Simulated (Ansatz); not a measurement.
Take Cd in the hcp (Mg type) structure (space group P6_3/mmc, No. 194; a = 3.0294 Å, c = 5.7589 Å; relaxed with 0.1 eV smearing) as the base. Axes: x lies along a and z along c of the hexagonal cell.

All numbers come from DFT with PBE, PAW potentials and a 420 eV plane-wave cutoff in Ansatz (a quantum-chemistry and plane-wave program), scalar-relativistic without spin-orbit coupling.

Before the change:

The pressure is 0.0 GPa.

The change: tensile biaxial strain of 1.18 % in the plane normal to [001], as in epitaxy on a mismatched substrate; the out-of-plane cell vector and the atoms relax.

**Question.** Predict the new out-of-plane strain and pressure.

**Answer.** The out-of-plane strain is -1.89 %; the pressure (mean of the normal stresses, compression positive) goes from zero to -0.5 GPa.

No phonon test of stability was made.
